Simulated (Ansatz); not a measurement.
**NaP (P2₁2₁2₁, No. 19, 16 atoms in the cell; start COD 1528277)**

Calculation: LDA (Ansatz, a first-principles code, PAW).

Run with plane-wave cutoff 520 eV, 6×6×4 k mesh (along the axes of the cell as run), Fermi–Dirac smearing 0.01 eV, scalar-relativistic PAW data made under PBE.

Cell (relaxed at this level):

```yaml
crystal:
  lattice:
    - [5.50925, 0.00000, 0.00000]
    - [0.00000, 5.90912, 0.00000]
    - [0.00000, 0.00000, 9.86413]
  atoms:
    - { symbol: P, position: [0.84847, 0.17621, 0.38072] }
    - { symbol: P, position: [0.65153, 0.82379, 0.88072] }
    - { symbol: P, position: [0.15153, 0.67621, 0.11928] }
    - { symbol: P, position: [0.34847, 0.32379, 0.61928] }
    - { symbol: P, position: [0.11731, 0.05427, 0.53428] }
    - { symbol: P, position: [0.38269, 0.94573, 0.03428] }
    - { symbol: P, position: [0.88269, 0.55427, 0.96572] }
    - { symbol: P, position: [0.61731, 0.44573, 0.46572] }
    - { symbol: Na, position: [0.34404, 0.17876, 0.28040] }
    - { symbol: Na, position: [0.15596, 0.82124, 0.78040] }
    - { symbol: Na, position: [0.65596, 0.67876, 0.21960] }
    - { symbol: Na, position: [0.84404, 0.32124, 0.71960] }
    - { symbol: Na, position: [0.61653, 0.88561, 0.58068] }
    - { symbol: Na, position: [0.88347, 0.11439, 0.08068] }
    - { symbol: Na, position: [0.38347, 0.38561, 0.91932] }
    - { symbol: Na, position: [0.11653, 0.61439, 0.41932] }
```

| Property | Value |
|---|---|
| band gap | 0.86 eV (on the SCF k mesh) |

Note: the relaxation could not lower the start's symmetry, so the cell can be a saddle point above a distorted one.

Computed values are for the static lattice.

It cost very roughly 20 core-minutes of CPU time.
